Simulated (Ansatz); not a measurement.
Consider Sc in the hcp (Mg type) structure (space group P6_3/mmc, No. 194; a = 3.329 Å, c = 5.192 Å). Axes: x lies along a and z along c of the hexagonal cell.

Method: r2SCAN, PAW, 500 eV (Ansatz, an electronic-structure program; no spin-orbit coupling).

Before the change:

```
Quantity                         Value
-----------------------------  -------
Shortest interatomic distance  3.230 Å
```

Perturbation: a free-standing slab of 4 layers (4 atoms, 1 a layer) is cut normal to the z axis, with 15 Å of vacuum and the in-plane cell held at bulk.

### Question
Predict the new shortest interatomic distance, excess energy per area of both faces and change of the spacing d23 from its bulk value of 2.596 Å.

### Answer
The shortest interatomic distance decreases by 0.063 Å to 3.167 Å; the excess energy per area of both faces (slab less bulk energy over the cell's area: twice a surface energy) comes out as 2.8 J/m² (uncertain by up to 0.07 J/m²); the change of the spacing d23 from its bulk value of 2.596 Å comes out as +1.3 %.

The excess energy carries the mismatch between the slab's and the bulk's meshes. No phonon test of stability was made. All final runs are without spin polarisation.
